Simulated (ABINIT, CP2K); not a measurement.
A CP2K input for a self-consistent single point of PNO (I2_12_12_1, 6 atoms in the cell) (DFT LDA (Pade form), GPW, DZVP-MOLOPT-SR-GTH basis, GTH-PADE potentials (GTH_POTENTIALS)):

```
&GLOBAL
  PROJECT scf
  RUN_TYPE ENERGY_FORCE
  PRINT_LEVEL LOW
&END GLOBAL
&FORCE_EVAL
  METHOD Quickstep
  STRESS_TENSOR ANALYTICAL
  &DFT
    BASIS_SET_FILE_NAME BASIS_MOLOPT
    POTENTIAL_FILE_NAME GTH_POTENTIALS
    &QS
      METHOD GPW
      EPS_DEFAULT 1E-10
    &END QS
    &MGRID
      CUTOFF 450
      REL_CUTOFF 50
      NGRIDS 5
    &END MGRID
    &SCF
      SCF_GUESS ATOMIC
      EPS_SCF 1E-6
      MAX_SCF 100
      ADDED_MOS 6
      &DIAGONALIZATION
        ALGORITHM STANDARD
      &END DIAGONALIZATION
      &MIXING
        METHOD BROYDEN_MIXING
        ALPHA 0.4
        NBUFFER 12
      &END MIXING
    &END SCF
    &KPOINTS
      SCHEME MONKHORST-PACK 5 5 5
    &END KPOINTS
    &XC
      &XC_FUNCTIONAL PADE
      &END XC_FUNCTIONAL
    &END XC
    &PRINT
      &MO
        EIGENVALUES T
        OCCUPATION_NUMBERS T
        NDIGITS 8
        FILENAME mo
        &EACH
          QS_SCF 0
        &END EACH
        ADD_LAST NUMERIC
      &END MO
      &MULLIKEN OFF
      &END MULLIKEN
    &END PRINT
  &END DFT
  &SUBSYS
    &CELL
      ABC 4.78704100 4.78704152 4.78704136
      ALPHA_BETA_GAMMA 124.63874003 120.13692230 85.95911088
      PERIODIC XYZ
    &END CELL
    &COORD
      P        1.41189059     2.19212288     2.44138875
      P        3.87125241     2.41263962     0.81379625
      N        3.54981514     3.89628570     0.46236648
      N        0.54151786     1.98745130     1.16522602
      O        2.93447073     1.98806048     2.02758963
      O        0.97829427    -1.04984298     2.85518787
    &END COORD
    &KIND P
      BASIS_SET DZVP-MOLOPT-SR-GTH-q5
      POTENTIAL GTH-PADE-q5
    &END KIND
    &KIND N
      BASIS_SET DZVP-MOLOPT-SR-GTH-q5
      POTENTIAL GTH-PADE-q5
    &END KIND
    &KIND O
      BASIS_SET DZVP-MOLOPT-SR-GTH-q6
      POTENTIAL GTH-PADE-q6
    &END KIND
  &END SUBSYS
  &PRINT
    &FORCES ON
    &END FORCES
    &STRESS_TENSOR ON
    &END STRESS_TENSOR
  &END PRINT
&END FORCE_EVAL
```

Translate this input to ABINIT.

One input that does it (others would too):

```
# PNO, PseudoDojo nc-sr-04 LDA standard
pp_dirpath "./"
pseudos "P.upf, N.upf, O.upf"
acell 3*1.0
rprim
        -4.2023446101    4.5137336809    6.6181704878
         4.2023446101   -4.5137336809    6.6181704878
         4.2023446101    4.5137336809   -6.6181704878
natom 6
ntypat 3
znucl 15 7 8
typat 1 1 2 2 3 3
xcart
         4.2023446101    2.2568668404    4.7760689142
         0.0000000000    2.2568668404    8.4602720613
         1.1938020568   -0.0000000000    9.9272557317
         3.0085425532    0.0000000000    3.3090852439
         2.1011723050    3.3661620298    6.6181704878
         2.1011723050    5.6613053319   -0.0000000000
ecut 84 Ry
ixc 7
occopt 1
nband 20
kptopt 1
ngkpt 5 5 5
nshiftk 1
shiftk 0 0 0
nstep 50
toldfe 1.0e-09
diemac 9
prtwf 0
prtden 0
enunit 1
```

Basis settings and potentials, where a program has them, do not carry over. This input uses DFT, LDA (PW92), plane waves, norm-conserving pseudopotentials (PseudoDojo nc-sr-04 LDA standard). LDA parametrisations can differ slightly between programs.

The starting cell comes from a database of computed structures (which also holds hypothetical and non-ambient phases and stackings), without a prior relaxation at this level.
